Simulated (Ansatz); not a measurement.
SrLiAl3N4 (P-1, No. 2; structure not from a measured cell), band gap

Reference value: 4.56 eV (measured, temperature not stated, no zero-point or thermal correction, soft X-ray spectroscopy with calculations, Eu-doped phosphor; as tabulated in Wang et al. (2016), arXiv:1604.04581).

```csv
level (code),value (eV),difference (eV)
LDA (Ansatz),2.84,-1.72
PBEsol (Ansatz),2.84,-1.72
r²SCAN (Ansatz),3.46,-1.10
```

Of the ranked levels r²SCAN (-1.10 eV) comes nearest. Once the reference is moved by up to 0.32 eV (a margin picked here for doubts on the reference and the settings, and for temperature and zero-point motion) and values within 0.03 eV count as equal, the farthest can be PBEsol (-1.72 eV) or LDA (-1.72 eV). No level tried lands within 0.5 eV. Even the nearest is off by 1.10 eV.

Density-functional gaps are differences of (generalised) Kohn–Sham levels of a static lattice; semilocal ones lie below quasiparticle gaps as a rule. Measured gaps hold zero-point and thermal shifts unless a correction is named. Spin–orbit coupling is included only where a level's name says +SOC; with heavier elements it mostly lowers gaps and can invert bands.  Values are at the PBEsol cell. Cutoffs differ between the levels. Ansatz's density-functional and Hartree–Fock values are scalar-relativistic unless marked +SOC, with PAW data made under PBE.

Differences are worked out from the printed values.

Ansatz is a quantum-chemistry and plane-wave program.
